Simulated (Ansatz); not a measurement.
**Hypothetical simple cubic Cr, response to strain**

Take Cr in the simple cubic structure (space group Pm-3m, No. 221; a = 2.308 Å; not spin-polarised; a hypothetical phase, not in the database extracts checked; relaxed with 0.1 eV smearing) as the base. Axes: x, y, z lie along the cube axes.

Strains are applied to the cell and any free atomic positions relax; under biaxial strain the out-of-plane vector relaxes too.

Calculations: Kohn–Sham DFT with the PBEsol functional, run in Ansatz (a quantum-chemistry and plane-wave program) with PAW and 420 eV plane waves, no spin-orbit coupling.

Notes on the quantities. energy relative to the base: free energy F; pressure: mean of the normal stresses, compression positive.

```tsv
case	energy relative to the base	shortest interatomic distance	pressure
base	0 meV/atom	2.308 Å	0.0 GPa
biaxial strain −4.52 %, plane normal [001], relaxed out of plane	+87 meV/atom	2.204 Å	17.5 GPa
isotropic strain −1.72 %	+22 meV/atom	2.269 Å	12.0 GPa
isotropic strain +0.85 %	+5.1 meV/atom	2.328 Å	-5.0 GPa
isotropic strain +4.85 %	+146 meV/atom	2.420 Å	-22.0 GPa
uniaxial strain ε_yy = +0.56 %	+0.5 meV/atom	2.308 Å	-1.1 GPa
tensor shear ε_xy = −0.74 %	-1.1 meV/atom	2.308 Å	0.0 GPa
```

Stability against distortions was not tested. Seeded moments were not kept for the base. The final runs are not spin-polarised. Under tensor shear ε_xy = −0.74 % the cell ends below the base's energy or with stress of the wrong sign: the atoms slid into a distortion or the cell is elastically unstable, so the base is not a stable minimum at this level. Cr has a high density of states at the Fermi level and may be magnetic at this level.
